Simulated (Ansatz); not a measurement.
The reference is HfO2 in the CdI2 type structure (space group P-3m1, No. 164; a = 3.208 Å, c = 4.515 Å; a hypothetical phase, not in the database extracts checked; layered, stacked along the Cartesian z axis).

Levels (all Ansatz, a program for electronic structure, PAW): PBEsol-D3(BJ) (420 eV, scalar-relativistic without spin-orbit coupling); r2SCAN (500 eV, without spin-orbit coupling).

Its gap is 4.40 eV with PBEsol-D3(BJ) and 4.97 eV with r2SCAN.

The change: a free-standing slab of 1 layer (3 atoms, 3 a layer) is cut normal to the stacking axis, with 15 Å of vacuum and the in-plane cell relaxed.

With PBEsol-D3(BJ) the gap becomes 4.86 eV.

Question: If the r2SCAN correction stayed the same, what would the r2SCAN gap be, and what does the r2SCAN run give?

Answer: A rigid correction of +0.57 eV gives 5.43 eV. The r2SCAN run gives 5.47 eV, so the correction itself changes by +0.04 eV.

Single points use the geometry relaxed with PBEsol-D3(BJ). With Hf present, leaving out spin-orbit coupling can change the band edges. Whether these cells are dynamically stable was not tested.
